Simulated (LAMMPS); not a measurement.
V (bcc) at 1530 K and zero pressure, started from the melt, with several potentials, in cells of their own sizes.

Potentials compared:
- EAM-type VFe_mm.eam.fs: classical MD, pair style eam/fs, file VFe_mm.eam.fs (LAMMPS)
- MEAM MoCoNiVFeAlCr_2nn.meam: classical MD, pair style meam, file MoCoNiVFeAlCr_2nn.meam (LAMMPS); Wang, J., Kwon, H., Kim, H.S. et al. A neural network model for high entropy alloy design. npj Comput Mater 9, 60 (2023).
- MEAM library.meam-V: classical MD, pair style meam, file library.meam (library.meam-V) (LAMMPS); Baskes, Phys Rev B, 46, 2727-2742 (1992)

| potential | state | volume | first peak of g(r) | coordination number | self-diffusion coefficient of V (not corrected for cell size) | mean phonon frequency | rough cost (ms per atom and simulated ps) |
|---|---|---|---|---|---|---|---|
| EAM-type VFe_mm.eam.fs | slow or partial motion within 60 ps, no clear phase | 14.316 ± 0.002 Å³/atom | 2.81 Å, height 2.5 | 13.7 (counted to 3.62 Å) | - | 6.1 THz | 1 to 3 |
| MEAM MoCoNiVFeAlCr_2nn.meam | liquid | 14.894 ± 0.002 Å³/atom | 2.67 Å, height 2.2 | 13.4 (counted to 3.66 Å) | (2.66 ± 0.03) × 10^-5 cm²/s | 4.0 THz | 10 to 30 |
| MEAM library.meam-V | liquid | 16.520 ± 0.004 Å³/atom | 2.52 Å, height 2.1 | 7.97 (counted to 3.18 Å) | (2.59 ± 0.03) × 10^-5 cm²/s | 5.6 THz | 3 to 10 |

Costs are rough: whole-run CPU time with set-up and analysis, from shared machines, in bands a factor of about three wide.

Caution: the potential MEAM library.meam-V is a first-neighbour MEAM set with a 4 Å cutoff, used here without a parameter file and away from the static properties it was fitted to.

Caution (row MEAM library.meam-V): this liquid lies under the measured melting point of 2183 K, so it is undercooled or the potential melts low.

Caution (row MEAM library.meam-V): a run this short can hold a crystal over, or a liquid under, the potential's own melting point, which these runs don't give.

States go by the mean squared displacement: a species diffuses where it passes 1.5 Å², still rises and gives D over 1e-6 cm²/s; a crystal has left its structure where atoms lie 0.35 Å off their sites on average or a cubic box changes its shape by 3 %, or the axial ratios of another lie 8 % off the starting cell's, which the potential's own relaxation can also do.

Errors of D are the spread over four groups of atoms in one short run; a floor of about 5 %, a picked value, is safer.

The ± values are statistical; the model's systematic error is not in them.
